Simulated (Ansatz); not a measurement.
Defect: O vacancy in monoclinic HfO2 with all lengths changed by -1 %, neutral cell. All values below come from PBE, PAW (plane waves to 420 eV; Ansatz, a quantum-chemistry and plane-wave program).

Cell of 96 host sites held at the strained lattice (strain from the relaxed PBE one, atoms relaxed); the Γ point alone; Fermi-Dirac width 0.01 eV, spin-restricted; finite-size errors left in. Static, classical nuclei. Spin-orbit coupling is left out. The charge state is imposed; whether it is stable for some Fermi level was not computed. Forms of the defect that were not tried may lie lower.

Barriers: single points on a 2×2×2 k-point mesh shifted by half a step at the bands' geometries (they differ from the bands' own by up to 0.15 eV, and are uncertain by about as much).

Relaxed starting cell (atoms counted from 1):

```
CELL_PARAMETERS angstrom
     10.21982     0.00000     0.00000
      0.00000    10.31978     0.00000
     -1.77863     0.00000    10.44754
ATOMIC_POSITIONS crystal
  Hf 0.13988 0.22966 0.35440
  Hf 0.13839 0.22803 0.85274
  Hf 0.13842 0.72809 0.35302
  Hf 0.13847 0.72861 0.85313
  Hf 0.63853 0.22837 0.35343
  Hf 0.63817 0.22878 0.85328
  Hf 0.63822 0.72813 0.35376
  Hf 0.63826 0.72882 0.85353
  Hf 0.36152 0.27086 0.14593
  Hf 0.36137 0.27126 0.64375
  Hf 0.36112 0.77075 0.14532
  Hf 0.36090 0.77075 0.64534
  Hf 0.86218 0.27085 0.14575
  Hf 0.86092 0.27079 0.64543
  Hf 0.86114 0.77104 0.14552
  Hf 0.86099 0.77064 0.64551
  Hf 0.36001 0.47707 0.39537
  Hf 0.36177 0.47840 0.89491
  Hf 0.36146 0.97847 0.39497
  Hf 0.36118 0.97862 0.89523
  Hf 0.86114 0.47815 0.39521
  Hf 0.86129 0.47864 0.89543
  Hf 0.86163 0.97841 0.39540
  Hf 0.86140 0.97864 0.89553
  Hf 0.13846 0.02128 0.10357
  Hf 0.13741 0.02104 0.60331
  Hf 0.13831 0.52133 0.10322
  Hf 0.13825 0.52053 0.60270
  Hf 0.63837 0.02091 0.10327
  Hf 0.63831 0.02092 0.60350
  Hf 0.63828 0.52084 0.10354
  Hf 0.63725 0.52125 0.60301
  O  0.03542 0.08111 0.41990
  O  0.03543 0.08209 0.92042
  O  0.03632 0.57980 0.41930
  O  0.03514 0.58203 0.92026
  O  0.53533 0.08138 0.41988
  O  0.53550 0.08136 0.91971
  O  0.53536 0.58258 0.42168
  O  0.53511 0.58195 0.92056
  O  0.46396 0.41811 0.07881
  O  0.46184 0.41892 0.57878
  O  0.46433 0.91780 0.07864
  O  0.46311 0.91943 0.57926
  O  0.96445 0.41809 0.07858
  O  0.96607 0.41549 0.57706
  O  0.96423 0.91833 0.07904
  O  0.96436 0.91747 0.57870
  O  0.46464 0.33151 0.32868
  O  0.46446 0.33191 0.82921
  O  0.46397 0.83180 0.32903
  O  0.46394 0.83148 0.82850
  O  0.96525 0.33162 0.32929
  O  0.96489 0.33238 0.82801
  O  0.96418 0.83078 0.32892
  O  0.96424 0.83161 0.82856
  O  0.03668 0.16920 0.16987
  O  0.03441 0.16660 0.67079
  O  0.03501 0.66795 0.16980
  O  0.03572 0.66802 0.66944
  O  0.53527 0.16815 0.16979
  O  0.53691 0.16922 0.66916
  O  0.53521 0.66766 0.17068
  O  0.53511 0.66829 0.67033
  O  0.22255 0.37097 0.98870
  O  0.22348 0.87074 0.48911
  O  0.22260 0.87091 0.98917
  O  0.72258 0.37076 0.48961
  O  0.72302 0.37078 0.98952
  O  0.72274 0.87039 0.48961
  O  0.72279 0.87087 0.98940
  O  0.27712 0.12897 0.00949
  O  0.27368 0.13425 0.50851
  O  0.27680 0.62891 0.00922
  O  0.27593 0.62712 0.50913
  O  0.77705 0.12890 0.00961
  O  0.77695 0.12855 0.50940
  O  0.77661 0.62883 0.00949
  O  0.77804 0.62801 0.50967
  O  0.27738 0.12085 0.25968
  O  0.27670 0.12010 0.75917
  O  0.27640 0.62109 0.25888
  O  0.27690 0.62033 0.75949
  O  0.77692 0.12067 0.25943
  O  0.77730 0.12070 0.75972
  O  0.77681 0.62060 0.25951
  O  0.77651 0.62087 0.75936
  O  0.22214 0.37931 0.24245
  O  0.22226 0.37756 0.73422
  O  0.22266 0.87885 0.23916
  O  0.22248 0.87834 0.73901
  O  0.72318 0.37856 0.23961
  O  0.72284 0.37903 0.73930
  O  0.72265 0.87874 0.23937
  O  0.72250 0.87885 0.73956
```

End state 1 differs by these moves (Å; atoms that move under 0.08 Å are left out):

```tsv
atom	element	Δx	Δy	Δz
73	O	-0.46	2.38	-0.19
```

Task: Estimate the forward and backward barriers to end state 1 that PBE, PAW returns for this input.

Result: forward 2.58 eV, backward 2.58 eV; at the saddle point atom 73 has neighbours 2 Hf at 1.97 Å. The saddle point's order was not checked, and it lies on a symmetry element of the cell, where a band can be held.
